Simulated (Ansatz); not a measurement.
System: BN (Fmm2, No. 42, 2 atoms in the cell; start mp-685145; a measured phase of this formula has another space group). Method: r²SCAN0 (Ansatz, a first-principles code, plane waves, PAW).

From the output:

```
WARN output.stress: scf.exx.energy_threshold = 1e-6 eV is looser than the 2e-8 eV advised for a stress under a hybrid functional (1e-8 eV for each atom of the …
Crystal: 2 atoms, lattice volume = 19.397 Å³
Basis set: ecut = 520 eV, 517 PW (Γ), exchange–correlation on 96×60×90 points (27 copies of the dense FFT grid, shifted against one another)
Bands: 8, of which v1, the nominal top of the filled ones, is band 4 counted from 1 (3 counted from 0)
Symmetry: 4 space group operations
Space group: Fmm2 (ITA 42), of the structure as read, at distance tolerance 2.7e-5 Å
k-points: 280 of 1728 (time reversal used)
Initial density: superposition of atomic densities (chi_scale 0.1, normalization cell, long waves kept (reshape's long-wave potential 0.01 eV rms))
Functional: x = r2scan, c = r2scan; τ floored in thin density (d = 2e-4 eV/Å³), warm-up for x = 0.75 r2scan + 0.25 exact, c = r2scan; τ floored in thin density (d = 2e-4 eV/Å³)
SCF iter   1: F=—  HF=-545.135253 eV  |F-HF|=—  |Δ(HF+E_count)|=         —  Δρ=1.38e-1  dr2=3.68e0  dr2_τ=6.47e-1
SCF iter   2: F=—  HF=-544.149314 eV  |F-HF|=—  |Δ(HF+E_count)|=   9.86e-1  Δρ=6.04e-2  dr2=3.40e-1  dr2_τ=1.21e-1
  ...
Crystal: 2 atoms, lattice volume = 19.397 Å³
Initial density: handed on by an earlier stage of this run
Functional: x = 0.75 r2scan + 0.25 exact, c = r2scan; τ floored in thin density (d = 2e-4 eV/Å³)
Crystal: 2 atoms, lattice volume = 19.397 Å³
SCF iter   3: F=—  HF=-543.899623 eV  |F-HF|=—  |Δ(HF+E_count)|=  4.87e-10  Δρ=4.07e-6  dr2=1.11e-9  dr2_τ=2.54e-10
SCF iter   4: F=-543.899623 eV  HF=-543.899623 eV  |F-HF|=1.66e-11  |Δ(HF+E_count)|=   4.60e-9  Δρ=1.16e-6  dr2=1.28e-10  dr2_τ=6.24e-12
SCF 3 converged in 4 iterations: F = -543.899623 eV  dr2 = 1.28e-10
Free energy (F): -543.899623 eV
Internal energy: -543.899623 eV  (E = F + TS)
E sigma→0 (E₀):  -543.899623 eV
Fermi energy:    5.842563 eV
--- Stress (GPa, compression-positive) ---
       -6.199626       0.000000       0.000000
        0.000000      -0.314706       0.000000
        0.000000       0.000000      -6.257833
  P = ⅓ Tr σ = -4.2574 GPa (-42.574 kbar)
```

Task: Write an input file that could have produced this run (the log leaves some choices open).

Result: One answer among several that fit: 
Ansatz 0.2 input:
```yaml
crystal:
  lattice:
    - [0.0, 3.5738743281, 2.1673164581]
    - [1.2521422756, 0.0, 2.1673164581]
    - [1.2521422756, 3.5738743281, 0.0]
  atoms:
    - { symbol: B, position: [0.0000639086, 0.0000639086, 0.9999360914] }
    - { symbol: N, position: [0.6666360914, 0.6666360914, 0.3333639086] }
basis:
  ecutwfc: 520
  ecutrho_ratio: 4
  xc_grid: 3
kpoints:
  mp_grid: { grid: [12, 12, 12] }
  band_path: { path: [[0, 0, 0], [0.5, 0.653411, 0.153411]], npoints: 1 }
hamiltonian:
  xc: r2scan0
  dispersion: none
  pseudopotentials: { azcp: { folder: ./paw }, kind: paw }
scf:
  occupations: { method: fermi_dirac, width: 0.01 }
  convergence: { dr2_threshold: 0.0000000002 }
output:
  forces: true
  stress: true
  eigenvalues: true
  write_bands: true
```

The PAW data were made under PBE.

Note: cell and atoms aren't relaxed at this level (pressure -4.3 GPa). Note: the cell has widely spaced layers and the level no dispersion term, so their spacing and the moduli can rest on weak binding.

A start named mp-… is a Materials Project structure, which need not be a measured phase.
